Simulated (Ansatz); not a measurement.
The starting structures come from a database of crystals and need not be the phases stable at ambient conditions.

By PBEsol, the system below comes out a metal.

The ballistic (Sharvin) conductance counts the channels at the Fermi level: G/A = (e²/h) × channels of both spins per area.

Data:

```yaml
crystal:
  lattice:
    - [4.68798, 0.00000, 0.00000]
    - [0.00000, 4.68798, 0.00000]
    - [0.00000, 0.00000, 4.68798]
  atoms:
    - { symbol: Lu, position: [0.00000, 0.00000, 0.00000] }
    - { symbol: Tl, position: [0.00000, 0.50000, 0.50000] }
    - { symbol: Tl, position: [0.50000, 0.00000, 0.50000] }
    - { symbol: Tl, position: [0.50000, 0.50000, 0.00000] }
```

Space group of this cell: Pm-3m, Cu3Au type. The cell is taken as given; by PBEsol its mean pressure is -1.4 GPa.

The current flows along the normal of the first two printed cell vectors, the (001) plane of the conventional cell. No spin-orbit coupling; the value is a mean over 0.1 eV about the Fermi level.

Question: Estimate the ballistic conductance per area that Ansatz (a quantum-chemistry and plane-wave program) with PBEsol returns for this system.

Answer: 0.71 × 10¹⁵ S/m² for both spins.
